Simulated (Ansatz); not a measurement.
The starting structures come from a database of crystals and need not be the phases stable at ambient conditions.

By PBEsol, the system below comes out a metal.

Crystal: B₂W (P6/mmm, not sure to be the ambient phase, 3 atoms a cell, 8.6 Å³ an atom); planes in its conventional cell.

Method: PBEsol (plane waves, PAW; Ansatz, an electronic-structure program).

Ballistic conductance counts the channels of both spins, as a mean over 0.1 eV about the Fermi level; spin-orbit coupling is left out.

```json
[
 {"plane": "(001)", "area (Å²)": "7.8", "G/A (10¹⁵ S/m²)": "1.8"},
 {"plane": "(100)", "area (Å²)": "10.0", "G/A (10¹⁵ S/m²)": "[?]"},
 {"plane": "(110)", "area (Å²)": "17.3", "G/A (10¹⁵ S/m²)": "[?]"}
]
```

Question: Some entries are withheld; supply them.

Answer: 
- (100), G/A (10¹⁵ S/m²): 1.5
- (110), G/A (10¹⁵ S/m²): 1.5
